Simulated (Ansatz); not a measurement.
**CsPbBr3: biaxial strain +0.50 %, plane normal [111], relaxed out of plane**

The reference is CsPbBr3 in the cubic perovskite structure (space group Pm-3m, No. 221; a = 5.770 Å). Axes: x, y, z lie along the cube axes.

The change: biaxial strain +0.50 %, plane normal [111], relaxed out of plane (Cartesian); in-plane vectors clamped, the third vector and the atoms free.

Computed with LDA/PAW in Ansatz (a first-principles code), no spin-orbit coupling. Settings: 6×6×6 k-points, 0.05 eV Fermi–Dirac smearing.

* **Volume per atom**: 38.52 Å³ (base 38.42 Å³)
* **Space group**: R-3m (No. 166) (base Pm-3m (No. 221))
* **Shortest interatomic distance**: 2.888 Å (base 2.885 Å)
* **Energy relative to the base (free energy F)**: +0.1 meV/atom
* **Pressure (mean of the normal stresses, compression positive)**: -0.06 GPa (base 0.00 GPa)
* **Band gap**: 1.15 eV (base 1.17 eV)
* **Gap character**: direct at T
* **Electron mass**: 0.11 mₑ out of plane, 0.23 mₑ in plane (at R)
* **Hole mass**: 0.11 mₑ (at R) (base 0.11 mₑ (at R))
* **Valley order (the lowest conduction-band minima on the path, energy above the VBM, named in the base's zone)**: R along [111] 1.15 eV; M along [110] 1.80 eV; Γ 2.44 eV (base R along ⟨111⟩ 1.17 eV; Γ 2.42 eV)
* **Out-of-plane strain**: -0.75 %

Spin-orbit coupling, missing from the scalar runs, can matter with Pb. Effective masses come from finite differences of ±0.01 Å⁻¹. No phonon test of stability was made. Many cubic perovskites are stable only at high temperature; tilts and polar distortions were not tested. This is not the structure that CsPbBr3 has at room temperature and ambient pressure. k-point labels follow each cell's own Brillouin zone.
